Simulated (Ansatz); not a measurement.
# InAgTe$_{2}$ in the chalcopyrite structure (space group I-42d, No. 122)

```
CELL_PARAMETERS angstrom
     -3.21597     3.21597     6.38292
      3.21597    -3.21597     6.38292
      3.21597     3.21597    -6.38292
ATOMIC_POSITIONS crystal
  In 0.50000 0.50000 0.00000
  In 0.25000 0.75000 0.50000
  Te 0.37500 0.36624 0.49124
  Te 0.63376 0.12500 0.00876
  Te 0.87500 0.88376 0.50876
  Te 0.11624 0.62500 0.99124
  Ag 0.00000 0.00000 0.00000
  Ag 0.75000 0.25000 0.50000
```

All numbers come from PBEsol/PAW in Ansatz (a quantum-chemistry and plane-wave program), scalar-relativistic without spin-orbit coupling. Settings: 7×7×7 k-points, 0.05 eV Fermi–Dirac smearing.

```json
{
  "volume_per_atom": "33.01 Å³",
  "density": "6.01 g/cm³",
  "band_gap": "0.08 eV, direct at Γ",
  "Lowest conduction-band minima above the VBM": "Γ 0.08 eV; X (0, 0, 1/2) 0.86 eV; M (1/2, 1/2, 1/2) 1.47 eV",
  "total_energy": "-6712.891 eV/atom (σ→0; compares only within this code and set-up)"
}
```

Spin-orbit coupling, missing from the scalar runs, can matter with Te. Stability against distortions was not tested. A zero or small gap of InAgTe2 can be the functional's error rather than a property of the material.
